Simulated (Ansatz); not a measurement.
## A computed series for Ir: pressure series

Take Ir in the fcc (Cu type) structure (space group Fm-3m, No. 225; a = 3.8708 Å) as the base.

Cell and atoms are relaxed at each pressure.

The values are results of PBE (Ansatz, a first-principles code), no SOC, not measurements.

Notes on the quantities. enthalpy: H = E + PV relative to the base's energy.

| case | volume per atom | enthalpy |
|---|---|---|
| base | 14.50 Å³ | – |
| pressure −2 GPa | [?] | -0.18 eV/atom |
| pressure −1 GPa | 14.54 Å³ | -0.09 eV/atom |
| pressure 0.9 GPa | 14.46 Å³ | +0.08 eV/atom |
| pressure 2.1 GPa | 14.41 Å³ | +0.19 eV/atom |
| pressure 4.5 GPa | 14.32 Å³ | +0.40 eV/atom |
| pressure 9 GPa | 14.15 Å³ | +0.80 eV/atom |
| pressure 15 GPa | 13.94 Å³ | +1.33 eV/atom |
| pressure 22.5 GPa | 13.71 Å³ | +1.98 eV/atom |
| pressure 30 GPa | 13.49 Å³ | +2.61 eV/atom |

Task: What belongs in the blanks?

Result: 
- pressure −2 GPa, volume per atom: 14.59 Å³

Load acts through the strain it causes; cell and atoms are relaxed under it. No phonon test of stability was made. Competing high-pressure phases were not computed. All final runs are without spin polarisation.
